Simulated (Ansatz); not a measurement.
System: GaSnO3 (model structure, started from the PbTiO3 type, P4mm, No. 99, 5 atoms in the cell). Method: r²SCAN in Ansatz (PAW).

Input file:

Ansatz 0.2 input:
```yaml
crystal:
  lattice:
    - [3.611558768, 0.0, 0.0]
    - [0.0, 3.611558768, 0.0]
    - [0.0, 0.0, 4.8177960994]
  atoms:
    - { symbol: Ga, position: [0.5, 0.5, 0.6101990111] }
    - { symbol: Sn, position: [0.0, 0.0, 0.1856755659] }
    - { symbol: O, position: [0.0, 0.5, 0.4513462262] }
    - { symbol: O, position: [0.5, 0.0, 0.4513462262] }
    - { symbol: O, position: [0.5, 0.5, 0.9916329706] }
basis:
  ecutwfc: 560
  ecutrho_ratio: 4
  xc_grid: 3
kpoints:
  mp_grid: { grid: [16, 16, 12] }
hamiltonian:
  xc: r2scan
  dispersion: none
  pseudopotentials: { kind: paw }
scf:
  occupations: { method: fermi_dirac, width: 0.05 }
  convergence: { dr2_threshold: 0.0000000005 }
output:
  forces: true
  stress: true
  eigenvalues: true
```

Task: How many irreducible k-points, plane waves at Γ does the program set up, and what pressure does the run end with?

Result: 315 irreducible k-points, 1867 plane waves at Γ; P = -4.09 GPa, so the cell is stretched on average and its volume would shrink at this level.

Output (set-up and result lines):

```
Crystal: 5 atoms, lattice volume = 62.840 Å³
Basis set: ecut = 560 eV, 1867 PW (Γ), exchange–correlation on 90×90×120 points (27 copies of the dense FFT grid, shifted against one another)
Bands: 28, of which v1, the nominal top of the filled ones, is band 23 counted from 1 (22 counted from 0)
Symmetry: 8 space group operations
Space group: P4mm (ITA 99), of the structure as read, at distance tolerance 4.0e-5 Å
k-points: 315 of 3072 (time reversal used)
Functional: x = r2scan, c = r2scan; τ floored in thin density (d = 2e-4 eV/Å³)
SCF iter   1: F=—  HF=-11534.514943 eV  |F-HF|=—  |Δ(HF+E_count)|=         —  Δρ=1.14e-2  dr2=4.86e-2  dr2_τ=1.56e-1
SCF iter   2: F=—  HF=-11534.624262 eV  |F-HF|=—  |Δ(HF+E_count)|=   1.09e-1  Δρ=5.32e-3  dr2=1.69e-2  dr2_τ=1.04e-3
  ...
SCF iter   9: F=—  HF=-11534.610535 eV  |F-HF|=—  |Δ(HF+E_count)|=   1.14e-9  Δρ=2.61e-6  dr2=3.99e-9  dr2_τ=5.02e-10
SCF iter  10: F=-11534.610535 eV  HF=-11534.610535 eV  |F-HF|=2.78e-10  |Δ(HF+E_count)|=  1.75e-10  Δρ=5.74e-7  dr2=1.67e-10  dr2_τ=1.45e-11
SCF 1 converged in 10 iterations: F = -11534.610535 eV  dr2 = 1.67e-10
SCF converged after 10 iterations
Free energy (F): -11534.610535 eV
Internal energy: -11534.599727 eV  (E = F + TS)
E sigma→0 (E₀):  -11534.605131 eV
Fermi energy:    9.401705 eV
--- Forces (eV/Å), atoms counted from 1 ---
  atom   1  Ga     0.00000000     0.00000000    -0.13864298
  atom   2  Sn     0.00000000     0.00000000     0.49787178
  atom   3  O     -0.00000000     0.00000000    -0.05480858
  atom   4  O     -0.00000000     0.00000000    -0.05480858
  atom   5  O      0.00000000     0.00000000    -0.24966388
--- Stress (GPa, compression-positive) ---
       -3.894971       0.000000       0.000000
        0.000000      -3.894971       0.000000
       -0.000000       0.000000      -4.475454
  P = ⅓ Tr σ = -4.0885 GPa (-40.885 kbar)
```

The PAW data were made under PBE.

Note: the relaxation could raise the start's symmetry but not lower it, so the cell can be a saddle point. Note: cell and atoms aren't relaxed at this level (largest force component 0.50 eV/Å, pressure -4.1 GPa).

A model structure was made by putting elements into a prototype or built by hand; it is no filed structure, need not be a known phase, and can be a saddle point held by its symmetry.

Ansatz is an electronic-structure program.
